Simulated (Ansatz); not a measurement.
# A computed series for GaAs: pressure series

The reference is GaAs in the zinc blende structure (space group F-43m, No. 216; a = 5.667 Å).

Cell and atoms are relaxed at each pressure.

Method: Ansatz (a first-principles code) r2SCAN, no spin-orbit coupling.

```csv
case,lattice parameter a,electron mass,band gap,width of the top valence band
base,5.667 Å,0.051 mₑ (at Γ),0.96 eV,3.40 eV
pressure −2 GPa,5.723 Å,0.040 mₑ (at Γ),0.73 eV,3.26 eV
pressure −1 GPa,5.694 Å,0.046 mₑ (at Γ),(withheld),3.33 eV
pressure 0.9 GPa,5.644 Å,0.055 mₑ (at Γ),1.06 eV,(withheld)
pressure 2.1 GPa,5.616 Å,(withheld),1.18 eV,3.53 eV
pressure 4.5 GPa,5.564 Å,0.070 mₑ (at Γ),1.41 eV,3.67 eV
pressure 9 GPa,5.483 Å,"1.3 mₑ along k, 0.21 mₑ across (off the special points)",1.56 eV,3.90 eV
pressure 15 GPa,5.394 Å,"1.3 mₑ along k, 0.21 mₑ across (off the special points)",(withheld),4.18 eV
pressure 22.5 GPa,5.304 Å,–,1.34 eV,4.48 eV
pressure 30 GPa,5.229 Å,–,1.23 eV,4.75 eV
```

Q: Fill in the withheld entries from the trend.

A: 
- pressure −1 GPa, band gap: 0.85 eV
- pressure 0.9 GPa, width of the top valence band: 3.46 eV
- pressure 2.1 GPa, electron mass: 0.061 mₑ (at Γ)
- pressure 15 GPa, band gap: 1.46 eV

Load acts through the strain it causes; cell and atoms are relaxed under it. Masses are band curvatures over ±0.01 Å⁻¹ around the edge. Along k means along the line from Γ to the band edge. Stability against distortions was not tested. Measured, GaAs leaves this structure (for a Cmcm phase) near 15 GPa (room temperature; as listed in arXiv:1906.07825).
